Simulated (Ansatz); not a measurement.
Input and output of a self-consistent single point for Cu3Sn (I4mm, 4 atoms in the cell) (Ansatz, a quantum-chemistry and plane-wave program).

Computed with LDA (PW92), default PAW files made with PBE (plane waves; Ansatz).

The change in words: lattice scaled by 0.98; basis.ecutrho_ratio: default → 5. Reference geometry:
```
CELL_PARAMETERS angstrom
      0.00000     3.06761     3.06761
      3.06761     0.00000     3.06761
      3.06761     3.06761     0.00000
ATOMIC_POSITIONS crystal
  Cu 0.50815 0.50815 0.49185
  Cu 0.75000 0.75000 0.75000
  Cu 0.25000 0.25000 0.25000
  Sn 0.00000 0.00000 0.00000
```

Reference input (self-consistent single point, DFT, LDA (PW92), plane waves, default PAW files made with PBE): basis.ecutwfc = 420 eV; kpoints.mp_grid.grid = 8 8 8; hamiltonian.xc = lda; hamiltonian.pseudopotentials = {kind: paw} (the program's default PAW files); scf.occupations.method = fermi_dirac; scf.occupations.width = 0.1 eV. This run's input differs from it in these lines:

Ansatz 0.2 input:
```diff
@@ -2,5 +2,5 @@
   lattice:
-    - [0.000000, 3.067610, 3.067610]
-    - [3.067610, 0.000000, 3.067610]
-    - [3.067610, 3.067610, 0.000000]
+    - [0.000000, 3.006258, 3.006258]
+    - [3.006258, 0.000000, 3.006258]
+    - [3.006258, 3.006258, 0.000000]
   atoms:
@@ -12,2 +12,3 @@
   ecutwfc: 420.0 eV
+  ecutrho_ratio: 5
 kpoints:
```

Output, abridged:

```
SCF iter   1: F=—  HF=-25546.449033 eV  |F-HF|=—  |Δ(HF+E_count)|=         —  Δρ=1.79e-2  dr2=7.73e-2  ethr=1.77e-3  ⟨swp⟩=6.2  Hψ=9299  notcnv=0  defer=19
all-band conjugate gradients solve this SCF's bands
preconditioner: auto → Kerker (q_TF=auto, 2.853 Å⁻¹)
SCF iter   2: F=—  HF=-25546.429693 eV  |F-HF|=—  |Δ(HF+E_count)|=   1.93e-2  Δρ=3.70e-3  dr2=3.25e-3  ethr=1.09e-4  ⟨swp⟩=2.0  Hψ=4330  notcnv=0  defer=80
   [... lines left out ...]
SCF iter   6: F=—  HF=-25546.427786 eV  |F-HF|=—  |Δ(HF+E_count)|=   4.24e-6  Δρ=1.71e-4  dr2=1.02e-5  ethr=2.50e-8  ⟨swp⟩=2.1  Hψ=3961  notcnv=0  defer=80
SCF iter   7: F=—  HF=-25546.427783 eV  |F-HF|=—  |Δ(HF+E_count)|=   2.44e-6  Δρ=2.48e-5  dr2=2.41e-7  ethr=1.43e-8  ⟨swp⟩=2.0  Hψ=4015  notcnv=0  defer=80
SCF iter   8: F=—  HF=-25546.427784 eV  |F-HF|=—  |Δ(HF+E_count)|=   4.02e-7  Δρ=1.15e-5  dr2=1.03e-7  ethr=1.41e-10  ⟨swp⟩=8.5  Hψ=11839  notcnv=0
SCF iter   9: F=-25546.427784 eV  HF=-25546.427784 eV  |F-HF|=7.10e-9  |Δ(HF+E_count)|=   4.04e-8  Δρ=2.90e-6  dr2=6.36e-9  ethr=1.41e-10  ⟨swp⟩=4.1  Hψ=8136  notcnv=0
SCF 1 converged in 9 iterations: F = -25546.427784 eV  dr2 = 6.36e-9
Free energy (F): -25546.427784 eV
Internal energy: -25546.395352 eV  (E = F + TS)
E sigma→0 (E₀):  -25546.411568 eV
Entropy (-TS):   -0.032432 eV (-8.108 meV/atom)
Fermi energy:    16.999737 eV
--- Forces (eV/Å), atoms counted from 1 ---
  atom   1  Cu     0.00000000     0.00000000    -0.13687383
  atom   2  Cu     0.00000000    -0.00000000     0.05415469
  atom   3  Cu    -0.00000000     0.00000000     0.05415469
  atom   4  Sn     0.00000000     0.00000000     0.02856391
--- Stress (GPa, compression-positive) ---
       -1.921556       0.000000       0.000000
        0.000000      -1.921556       0.000000
        0.000000       0.000000      -1.924461
  P = ⅓ Tr σ = -1.9225 GPa (-19.225 kbar)
  The stress holds the Pulay correction. Without it, at fixed plane waves, as pw.x and ABINIT print it: P = -2.0327 GPa
```

The run converged in 9 iterations. Against the reference run the free energy goes down by 29.7 meV/atom, the pressure goes from -8.83 to -1.92 GPa and the largest force goes from 0.084 to 0.137 eV/Å.

The starting cell comes from a database of computed structures (which also holds hypothetical and non-ambient phases and stackings), without a prior relaxation at this level. Its lattice was rescaled by up to half a per cent. One atom was moved a little off its site on purpose. For this run, on top of that: lattice scaled by 0.98. Spin polarisation is off. Ansatz's pressure includes its estimate of the finite-basis (Pulay) stress.
